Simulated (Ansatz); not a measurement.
The reference is Au in the fcc (Cu type) structure (space group Fm-3m, No. 225; a = 4.0830 Å; relaxed with 0.1 eV smearing). Axes: x, y, z lie along the cube axes.

Calculations: PBEsol/PAW in Ansatz (a program for electronic structure), no SOC.

One thing is altered: biaxial strain −1.50 %, plane normal [001], relaxed out of plane (Cartesian); in-plane vectors clamped, the third vector and the atoms free.

Q: Estimate the effect on the out-of-plane strain and energy relative to the base.

A: The out-of-plane strain is +2.54 %; the energy increases by 2.3 meV/atom.

Stability against distortions was not tested.
